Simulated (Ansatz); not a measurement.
BaGaHO2 (model structure, started from the SrVO2H type, P4/mmm, No. 123, 5 atoms in the cell), treated with r²SCAN (Ansatz, an electronic-structure program, PAW).

Settings: plane-wave cutoff 560 eV, 14×14×14 k mesh, Fermi–Dirac smearing 0.05 eV, scalar-relativistic PAW data made under PBE.

Cell (relaxed at this level):

BaGaHO2 is modelled in the tetragonal space group P4/mmm (No. 123), Pearson symbol tP5. Cell: a = b = 3.9800 Å, c = 3.8975 Å, α = β = γ = 90.00°. Ba on 1d is surrounded by 8 O at 2.785 Å and 4 H at 2.814 Å (cuboctahedral). Ga on 1a is coordinated by 2 H at 1.949 Å and 4 O at 1.990 Å (octahedral). O on 2f has 2 Ga at 1.990 Å and 4 Ba at 2.785 Å (octahedral). H on 1b is coordinated by 2 Ga at 1.949 Å and 4 Ba at 2.814 Å (octahedral). (Neighbours: up to the widest gap in distance over summed covalent radii, below 1.35, at either atom; cation-cation and far metal-metal contacts left out.)

Problem. Predict the band gap, direct gap at Γ and bulk modulus B0.

Solution. 
- band gap = 0.87 eV (on the SCF k mesh)
- direct gap at Γ = 5.35 eV
- bulk modulus B0 = 126 GPa

Note: the bulk modulus is −V dP/dV from two relaxed cells at ±2 % in volume; the relaxation could raise the start's symmetry but not lower it, so the cell can be a saddle point.

Spin–orbit coupling is not included.

The computed numbers hold no vibrational or temperature effects.

The result took around 9 core-minutes (rough).

A model structure was made by putting elements into a prototype or built by hand; it is no filed structure, need not be a known phase, and can be a saddle point held by its symmetry.
